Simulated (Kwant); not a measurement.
## In0.53Ga0.47As/In0.52Al0.48As stack with 3 barriers

Device: In0.53Ga0.47As/In0.52Al0.48As stack with 3 barriers. One parabolic valley. Leads of mass 0.041 mₑ with the band edge at 0; grid 0.1 nm; bias swept from 0.0208 to 0.43967 V, dropping linearly over the stack. Emitter Fermi level 0.063 eV, 77 K, equal in the collector.

```csv
layer,thickness (nm),band offset (eV),mass (mₑ)
1,1.6,0.52,0.075
2,3,0,0.041
3,1.3,0.52,0.075
4,3,0,0.041
5,1.3,0.52,0.075
```

Constants are typed, rounded textbook-type inputs, not results; the design itself was drawn at random and stands for no fabricated device.

Model: one-band effective-mass tight-binding model in one dimension, coherent, no space charge, current by the Tsu-Esaki formula (Kwant).

```
bias (V)  J (A/cm²)
--------  ---------
0.02080         148
0.04698         372
0.07316         742
0.09934        1530
0.1255         3480
0.1517         8850
0.1779        22600
0.2041        47000
0.2302        69900
0.2564        74900
0.2826        57100
0.3088        37200
0.3350        28100
0.3611        24900
0.3873        24700
0.4135        27000
0.4397        32200
```
